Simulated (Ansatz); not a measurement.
**Response to strain in Co**

The reference is Co in the hcp (Mg type) structure (space group P6_3/mmc, No. 194; a = 2.456 Å, c = 3.972 Å; ferromagnetic; relaxed with 0.1 eV smearing). Axes: x lies along a and z along c of the hexagonal cell.

Strains are applied to the cell and any free atomic positions relax; under biaxial strain the out-of-plane vector relaxes too; under stress the whole cell relaxes.

Computed with plane-wave PAW DFT at the PBEsol level (Ansatz, an electronic-structure program, 420 eV), no spin-orbit coupling, earlier PAW set.

Notes on the quantities. pressure: mean of the normal stresses, compression positive; energy relative to the base: free energy F.

| variant | pressure | largest site moment | energy relative to the base | volume per atom |
|---|---|---|---|---|
| base | 0.0 GPa | 1.63 μB | 0 meV/atom | 10.37 Å³ |
| biaxial strain +1.91 %, plane normal [001], relaxed out of plane | -6.0 GPa | 1.65 μB | – | 10.66 Å³ |
| uniaxial strain ε_yy = −2.00 % | 5.2 GPa | 1.61 μB | +5.6 meV/atom | 10.17 Å³ |
| tensor shear ε_xy = +0.27 % | 0.0 GPa | 1.63 μB | +0.1 meV/atom | 10.37 Å³ |
| uniaxial stress, 1 GPa compression along x | – | 1.63 μB | +0.1 meV/atom | 10.36 Å³ |

The magnetic state is the one reached from the starting moments; the real material's order can differ, and small cells can't hold many antiferromagnetic ones. Beyond what the load breaks, stability against distortions was not tested.
